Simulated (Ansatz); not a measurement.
# Ti under a change: biaxial strain +1.00 %, plane normal [001], relaxed out of plane

The reference is Ti in the hcp (Mg type) structure (space group P6_3/mmc, No. 194; a = 2.9016 Å, c = 4.5930 Å; relaxed with 0.1 eV smearing). Axes: x lies along a and z along c of the hexagonal cell.

Now apply this change: biaxial strain +1.00 %, plane normal [001], relaxed out of plane (Cartesian); in-plane vectors clamped, the third vector and the atoms free.

Method: plane-wave PAW DFT at the PBEsol level (Ansatz, a program for electronic structure, 420 eV), no spin-orbit coupling. k-mesh 23×23×13 (Γ-centred); smearing 0.1 eV (Fermi–Dirac).

- Volume per atom: 16.94 Å³ (base 16.74 Å³)
- Space group: P6_3/mmc (No. 194) (base P6_3/mmc (No. 194))
- Shortest interatomic distance: 2.837 Å (base 2.843 Å)
- Pressure (mean of the normal stresses, compression positive): -1.3 GPa (base 0.0 GPa)
- Band gap: zero (base zero)
- Out-of-plane strain: -0.82 %
- Mean in-plane stress (compression positive): -2.0 GPa

Cost of the whole job for the changed cell (relaxation, final SCF and bands): very roughly 40 core-seconds.

Stability against distortions was not tested. The final runs are not spin-polarised.
